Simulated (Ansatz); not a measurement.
**The (111) surface of fcc Pt in its 1x1 cell, outermost plane spacing 2.29 Å in the ideal cut**

The numbers are results of PBE (plane waves to 420 eV, PAW; Ansatz, a first-principles code), not measurements.

Set-up: 4 atoms, 6.9 Å thick at the start (thin: gaps and levels are the slab's own); mesh 15x15x1; 0.1 eV smearing; dipole correction on; all atoms relaxed; symmetry of the start imposed; no spin, no spin-orbit, no U.

| Property | Result |
|---|---|
| surface energy (mean of both faces) | 91 meV/Å² |
| surface energy before relaxation | 1.46 J/m² |
| work function of the top face | 5.67 eV |
| energy released by relaxation | 0.002 eV |
| cost | very roughly 20 core-seconds |
